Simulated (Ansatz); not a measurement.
Reference: Al2O3 (R-3c), PBEsol, rigid bands (plane waves, PAW, scalar-relativistic; Ansatz, a first-principles code); axes and stresses refer to this cell.

```
CELL_PARAMETERS angstrom
      2.38693     1.37810     4.33827
     -2.38693     1.37810     4.33827
      0.00000    -2.75619     4.33827
ATOMIC_POSITIONS crystal
  Al 0.14792 0.14792 0.14792
  Al 0.85208 0.85208 0.85208
  Al 0.35208 0.35208 0.35208
  Al 0.64792 0.64792 0.64792
  O  0.94414 0.55586 0.25000
  O  0.05586 0.44414 0.75000
  O  0.25000 0.94414 0.55586
  O  0.75000 0.05586 0.44414
  O  0.55586 0.25000 0.94414
  O  0.44414 0.75000 0.05586
```

- hole mass along x = 4.5 mₑ
- electron conductivity mass = 0.39 mₑ
- hole conductivity mass = 3.5 mₑ

### Question
Change: hydrostatic pressure 5 GPa. What happens to hole mass along x, electron conductivity mass, hole conductivity mass?

### Answer
hole mass along x increases to 4.8 mₑ; electron conductivity mass moves little, to 0.40 mₑ; hole conductivity mass shrinks to 3.3 mₑ.

Masses are for dilute carriers at 300 K, harmonic means over directions unless an axis is named. Spin-orbit coupling is left out unless a row names it. Stresses and pressures are the targets of the relaxation.  The structure type is held under load, also where the real crystal would transform.
